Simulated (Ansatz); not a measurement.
## NH2 on the (0001) surface of wurtzite GaN (2x2 N adatom at H3; a constructed slab, bottom: 3 H on 4 bottom sites), one in a cell of 36 Å², started at the site 'hollow N-N-N over Ga at depth 1.8 Å'

Host crystal: wurtzite GaN, with a band gap (PBE, scalar-relativistic without spin-orbit coupling).

All values below come from PBE (plane waves to 420 eV, PAW; Ansatz, an electronic-structure program).

Slab: 47 atoms, 13.4 Å thick at the start with caps and adatoms under the adsorbate (thin: gaps and levels are the slab's own); k 4x4x1, smearing 0.01 eV, dipole-corrected; 23 atoms held, the rest relaxed; no symmetry held; spin-polarised, ending with about 1.0 μB a cell; orders that need a larger cell were not tried, no spin-orbit, no U, no dispersion correction. At the end it is bonded to Ga. In PBE it is, or lies within 0.03 eV of, the lowest of the starts that converged.

- adsorption energy against NH3(g) − ½ H2(g): -0.033 eV
- gap of the slab on its k-mesh: 0.77 eV
- highest filled level below the top vacuum level: 5.47 eV
- change of the step from the bottom to the top vacuum level, against the clean slab: -1.23 eV
- energy released by relaxation: 1.19 eV
- height of the binding atom over the mean of the host atoms within 0.3 Å of the top one: 0.561 Å
- magnetic moment of the cell: 1.00 μB
- nearest host atoms of the binding atom: Ga at 1.90 Å, N at 2.99 Å, N at 2.99 Å
- largest move of a host atom: 0.45 Å
- caution: the clean host was not checked against rearrangement in a larger or rattled cell
- note: in the relaxation the adsorbate left its starting site by 0.7 Å

A negative adsorption energy means that the adsorbate is more stable on the surface than in its reference.
